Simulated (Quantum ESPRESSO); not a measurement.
Input and output of a self-consistent single point for Mg3Ir (P6_3/mmc, 8 atoms in the cell) (Quantum ESPRESSO).

Method: PBEsol, SSSP 1.1.2 efficiency (PBE) pseudopotentials (plane waves; Quantum ESPRESSO 7.5).

```
Mg3Ir
1.0
    4.63634     0.00000     0.00000
   -2.31817     4.01519     0.00000
    0.00000     0.00000     8.38700
Mg Ir
6 2
Direct
  0.33333   0.66667   0.58300
  0.66667   0.33333   0.08300
  0.33333   0.66667   0.91700
  0.66667   0.33333   0.41700
  0.00000   0.00000   0.25000
  0.00000   0.00000   0.75000
  0.33333   0.66667   0.25000
  0.66667   0.33333   0.75000
```

Reference input (self-consistent single point, DFT, PBEsol, plane waves, SSSP 1.1.2 efficiency (PBE) pseudopotentials): ecutwfc = 40 Ry; ecutrho = 320 Ry; occupations = smearing; smearing = gaussian; degauss = 0.0147 Ry; input_dft = pbesol; potentials = {Mg: Mg.pbe-n-kjpaw_psl.0.3.0.UPF, Ir: Ir_pbe_v1.2.uspp.F.UPF}; K_POINTS = automatic 6 6 3 0 0 0; conv_thr = 1e-10 Ry. This run's input differs from it in these lines:

```diff
@@ -16,3 +16,3 @@
  smearing = 'gaussian'
- degauss = 0.0147
+ degauss = 0.0073499
  input_dft = 'pbesol'
@@ -35,3 +35,3 @@
 K_POINTS automatic
-6 6 3  0 0 0
+7 7 3  0 0 0
 CELL_PARAMETERS angstrom
```

Output (repeated stretches shortened):

```
     Self-consistent Calculation

     iteration #  1     ecut=    40.00 Ry     beta= 0.70

     negative rho (up, down):  5.790E-01 0.000E+00

     total energy              =    -556.84726712 Ry
     estimated scf accuracy    <       4.27124179 Ry

     iteration #  2     ecut=    40.00 Ry     beta= 0.70

     negative rho (up, down):  6.488E-01 0.000E+00

     total energy              =    -558.26059923 Ry
     estimated scf accuracy    <      13.03464661 Ry

     iteration #  3     ecut=    40.00 Ry     beta= 0.70

     negative rho (up, down):  6.616E-01 0.000E+00

     total energy              =    -559.32434168 Ry
     estimated scf accuracy    <       0.76208516 Ry

   [... 10 blocks of this kind left out ...]

     iteration # 14     ecut=    40.00 Ry     beta= 0.70

     negative rho (up, down):  6.502E-01 0.000E+00

     total energy              =    -559.53507171 Ry
     estimated scf accuracy    <          2.3E-10 Ry

     iteration # 15     ecut=    40.00 Ry     beta= 0.70

     negative rho (up, down):  6.502E-01 0.000E+00
     End of self-consistent calculation

     the Fermi energy is     7.0435 ev

!    total energy              =    -559.53507171 Ry
     estimated scf accuracy    <          4.3E-11 Ry
     smearing contrib. (-TS)   =      -0.00238256 Ry
     internal energy E=F+TS    =    -559.53268915 Ry

     convergence has been achieved in  15 iterations

     negative rho (up, down):  6.502E-01 0.000E+00

     Forces acting on atoms (cartesian axes, Ry/au):

     atom    1 type  1   force =     0.00000000    0.00000000   -0.01470144
     atom    2 type  1   force =     0.00000000    0.00000000   -0.01470144
     atom    3 type  1   force =    -0.00000000   -0.00000000    0.01470144
     atom    4 type  1   force =     0.00000000    0.00000000    0.01470144
     atom    5 type  1   force =    -0.00000000   -0.00000000    0.00000000
   [... lines left out ...]
     Total force =     0.029403     Total SCF correction =     0.000000
   [... lines left out ...]

     negative rho (up, down):  6.502E-01 0.000E+00
          total   stress  (Ry/bohr**3)                   (kbar)     P=      -46.12
  -0.00031830  -0.00000000   0.00000000          -46.82       -0.00        0.00
  -0.00000000  -0.00031830   0.00000000           -0.00      -46.82        0.00
   0.00000000   0.00000000  -0.00030386            0.00        0.00      -44.70

   JOB DONE.
```

The run converged in 15 iterations. Against the reference run the free energy rises by 10.8 meV/atom, the pressure hardly changes (-4.65 to -4.61 GPa) and the largest force goes from 0.356 to 0.378 eV/Å. The full log also holds: “c_bands:  2 eigenvalues not converged”.

The starting cell comes from a database of published, mostly measured structures (it also holds non-ambient and calculated ones), without a prior relaxation at this level. Its lattice was rescaled by a random factor within 2.5 % of one. Spin-orbit coupling is off. Spin polarisation is off. With a pressure of about -5 GPa the cell is away from its equilibrium volume at this level.

Cost on one core of a shared machine: roughly 70 s.
